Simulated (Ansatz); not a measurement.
The reference is InSe in the beta-GaS type structure (space group P6_3/mmc, No. 194; a = 4.016 Å, c = 16.926 Å; layered, stacked along the Cartesian z axis).

Computed with DFT with r2SCAN+rVV10, PAW potentials and a 500 eV plane-wave cutoff in Ansatz (a program for electronic structure), no spin-orbit coupling, earlier PAW set.

Before the change:

| Quantity | Value |
|---|---|
| Density | 5.44 g/cm³ |
| Valence-band top at Γ | 0.00, -1.16, -1.16 eV |
| Band gap | 0.85 eV |

Now apply this change: a negative pressure, −1 GPa.

Q: How does this affect the density?

A: The density falls by 0.30 g/cm³, from 5.44 g/cm³ to 5.14 g/cm³.

Q: What does the calculation give for the valence-band top at Γ after the change?

A: The valence-band top at Γ (three highest levels, from the VBM) becomes 0.00, -1.07, -1.07 eV (base: 0.00, -1.16, -1.16 eV).

Q: What does the calculation give for the band gap after the change?

A: The band gap increases by 0.105 eV to 0.96 eV.

Load acts through the strain it causes; cell and atoms are relaxed under it. Semilocal Kohn–Sham gaps tend to fall short of experiment. Whether these cells are dynamically stable was not tested.
